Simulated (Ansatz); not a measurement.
The starting structures come from a database of crystals and need not be the phases stable at ambient conditions.

Tunnelling through a barrier is set by its complex band structure: the current falls as exp(−2κd) with the smallest κ.

```yaml
crystal:
  lattice:
    - [6.44723, 0.00000, 0.00000]
    - [-0.11169, 8.01349, 0.00000]
    - [0.11169, -1.94824, 7.77305]
  atoms:
    - { symbol: Ca, position: [0.02612, 0.75152, 0.99458] }
    - { symbol: Ca, position: [0.97388, 0.24848, 0.00542] }
    - { symbol: Ca, position: [0.47388, 0.99458, 0.75152] }
    - { symbol: Ca, position: [0.52612, 0.00542, 0.24848] }
    - { symbol: Ca, position: [0.75000, 0.60059, 0.60059] }
    - { symbol: Ca, position: [0.25000, 0.39941, 0.39941] }
    - { symbol: Ga, position: [0.59154, 0.58124, 0.17586] }
    - { symbol: Ga, position: [0.40846, 0.41876, 0.82414] }
    - { symbol: Ga, position: [0.90846, 0.17586, 0.58124] }
    - { symbol: Ga, position: [0.09154, 0.82414, 0.41876] }
    - { symbol: P, position: [0.52184, 0.71369, 0.94209] }
    - { symbol: P, position: [0.47816, 0.28631, 0.05791] }
    - { symbol: P, position: [0.97816, 0.94209, 0.71369] }
    - { symbol: P, position: [0.02184, 0.05791, 0.28631] }
    - { symbol: P, position: [0.93807, 0.56640, 0.25798] }
    - { symbol: P, position: [0.06193, 0.43360, 0.74202] }
    - { symbol: P, position: [0.56193, 0.25798, 0.56640] }
    - { symbol: P, position: [0.43807, 0.74202, 0.43360] }
```

Space group of this cell: C2/c. The cell is taken as given.

Transport runs along the normal of the first two printed cell vectors.

No gap correction and no spin-orbit coupling; mid-gap values are interpolated between computed energies.

**Question.** State the band gap and the smallest decay constant κ at mid-gap according to r2SCAN run with Ansatz (an electronic-structure program).

**Answer.** Gap 1.34 eV on a 6×4×4 mesh; κ = 0.164 1/Å, at the zone centre.
